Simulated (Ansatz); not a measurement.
**KTaO3 in the cubic perovskite structure (space group Pm-3m, No. 221)**

```
KTaO3
1.0
    4.02318     0.00000     0.00000
    0.00000     4.02318     0.00000
    0.00000     0.00000     4.02318
K Ta O
1 1 3
Cartesian
  0.00000   0.00000   0.00000
  2.01159   2.01159   2.01159
  0.00000   2.01159   2.01159
  2.01159   2.01159   0.00000
  2.01159   0.00000   2.01159
```

Method: DFT with PBE, PAW potentials and a 420 eV plane-wave cutoff in Ansatz (an electronic-structure program), without spin-orbit coupling, earlier PAW set. Γ-centred 8×8×8 mesh, Fermi–Dirac width 0.05 eV.

- Volume per atom: 13.02 Å³
- Density: 6.84 g/cm³
- Band gap: 2.17 eV, indirect, R → Γ
- Lowest conduction-band minima above the VBM: Γ 2.17 eV
- Total energy: -2635.852 eV/atom (σ→0; compares only within this code and set-up)

With Ta present, leaving out spin-orbit coupling can change the band edges. Stability against distortions was not tested.
